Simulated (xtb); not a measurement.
xtb 6.7.1, GFN2-xTB: Ca(Br)(nacnac)(OH2)2 (CC1=CC(C)=[N](C)->[Ca](<-[OH2])(<-[OH2])([Br])[N]1C), 30 atoms. The geometry is a generated start, not checked to be a minimum at this level.

```yaml
method: GFN2-xTB
"--acc": 1 (default)
"--etemp (K)": 300 (default)
detailed input (--input): "none: ANC optimiser, Lindh (1995) Hessian, microcycle=20, maxdispl=1.0, hlow=0.01 (default)"
basis_functions: 81
valence_electrons: 76
```

```xyz
30

Ca    -0.5292     1.1735     0.3344
Br    -0.6240     3.7996     0.1620
C      0.3264    -1.9247    -2.6828
C      0.3475    -1.0517    -1.4460
C      0.9808    -1.5991    -0.3261
C      1.2992    -1.0686     0.9302
C      2.0394    -1.9977     1.8684
N      1.0255     0.1575     1.3071
C      1.4459     0.6044     2.6152
N     -0.2073     0.1404    -1.4789
C     -0.7803     0.6095    -2.7196
H      0.7574    -2.9012    -2.4840
H     -0.6950    -2.0619    -3.0386
H      0.8990    -1.4559    -3.4839
H      1.3339    -2.6113    -0.4738
H      2.0804    -3.0073     1.4720
H      3.0604    -1.6468     2.0219
H      1.5456    -2.0260     2.8394
H      1.2742     1.6807     2.6824
H      0.8677     0.1149     3.4115
H      2.5098     0.4132     2.8028
H     -1.6740     0.0349    -3.0038
H     -0.0688     0.5548    -3.5523
H     -1.0678     1.6563    -2.5946
O     -3.1836     1.8845    -0.2732
H     -3.6843     1.7636    -1.0858
H     -2.7814     2.7707    -0.3334
O     -1.9549     1.6807     2.2815
H     -2.8584     1.7016     1.9346
H     -1.6839     2.6114     2.3134
```

The structure is relaxed from this start with --opt LEVEL for the levels crude, sloppy, loose, lax, normal, tight, vtight, extreme, once each. Up to the end of the extreme run atoms move by at most 0.28 Å along an axis.

Question: Which level is enough to come within 1 meV of the tightest end point?

Answer: normal: 15 cycles against 44, ending 0.71 meV above.

| level | cycles | energy above the extreme run (meV) | gradient norm (eV/Å) |
|---|---|---|---|
| crude | 1 | 8.7 | 0.14 |
| sloppy | 1 | 8.7 | 0.14 |
| loose | 1 | 8.7 | 0.14 |
| lax | 4 | 6.5 | 0.11 |
| normal | 15 | 0.71 | 0.047 |
| tight | 22 | 0.26 | 0.0086 |
| vtight | 44 | under 0.01 | 0.0019 |
| extreme | 44 | — | 0.0019 |
